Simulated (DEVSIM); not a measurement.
Structure: isotype n-n heterojunction InP/In0.53Ga0.47As, at 350 K.

| layer (left to right) | material | thickness (μm) | Nd (cm⁻³) | τn (s) | τp (s) |
|---|---|---|---|---|---|
| 1 | InP | 0.500 | 1.6e16 | 4.2e-10 | 4.2e-10 |
| 2 | In0.53Ga0.47As | 0.320 | 3.1e15 | 4.2e-10 | 4.2e-10 |

Left contact: ohmic. Right contact: ohmic. Voltage is applied to the left contact. Recombination: SRH at mid-gap, radiative. Mobility is μmin + (μ − μmin)/(1 + (N/Nref)^α).

Constants are typed, rounded textbook-type inputs, not results; the design itself was drawn at random and stands for no fabricated device. Values at 300 K; Nc and Nv go as T^1.5, mobilities as T to minus their exponent, the gap by Varshni's rule with the affinity fixed.

```
parameter              InP  In0.53Ga0.47As
----------------  --------  --------------
gap (eV)             1.344            0.74
affinity (eV)         4.38            4.51
permittivity          12.5            13.9
Nc (cm⁻³)           5.7e17          2.1e17
Nv (cm⁻³)           1.1e19          7.7e18
μn (cm²/Vs)           5200           12000
μp (cm²/Vs)            170             300
μn,min                 400             300
μp,min                  10              10
Nref,n                3e17          1.3e17
Nref,p              4.9e17          4.9e17
αn                    0.47            0.48
αp                    0.62             0.4
T exponent of μn         2             1.6
T exponent of μp         2             1.6
B (cm³/s)          1.2e-10         9.6e-11
Varshni α (eV/K)  0.000363         0.00035
Varshni β (K)          162             190
```

DEVSIM, 1D drift-diffusion, Boltzmann statistics, complete ionisation; no tunnelling, impact ionisation, image-force lowering or self-heating. Band offsets follow the typed affinities; no thermionic-emission limit at abrupt steps, no polarisation charge.

Tabulate band edges, carrier densities and field at zero bias.

Energies count from the Fermi level of the right contact; mesh points crowd at the junctions.

```csv
x (μm),Ec (eV),Ev (eV),n (cm⁻³),p (cm⁻³),field (V/cm)
0.000,0.115,-1.213,1.6e16,< 1e2,≈ 0
0.004394,0.115,-1.213,1.6e16,< 1e2,≈ 0
0.01345,0.115,-1.213,1.6e16,< 1e2,≈ 0
0.02991,0.115,-1.213,1.6e16,< 1e2,≈ 0
0.07906,0.115,-1.213,1.6e16,< 1e2,≈ 0
0.1544,0.115,-1.213,1.6e16,< 1e2,≈ 0
0.2962,0.115,-1.213,1.6e16,< 1e2,120
0.4148,0.125,-1.203,1.1e16,< 1e2,2800
0.4593,0.147,-1.181,5.5e15,140,7500
0.4809,0.167,-1.161,2.8e15,270,11000
0.4922,0.181,-1.147,1.8e15,420,13000
0.4996,0.191,-1.136,1.3e15,600,15000
0.5040,0.067,-0.658,2.9e16,3.3e9,12000
0.5119,0.076,-0.649,2.1e16,4.4e9,9900
0.5354,0.094,-0.631,1.2e16,7.9e9,6000
0.5710,0.110,-0.615,7.0e15,1.3e10,3300
0.6382,0.124,-0.601,4.4e15,2.1e10,1300
0.7263,0.131,-0.594,3.5e15,2.7e10,480
0.7837,0.133,-0.592,3.2e15,2.9e10,310
0.8030,0.134,-0.591,3.2e15,3.0e10,290
0.8133,0.134,-0.591,3.1e15,3.0e10,290
0.8200,0.134,-0.591,3.1e15,3.0e10,290
```
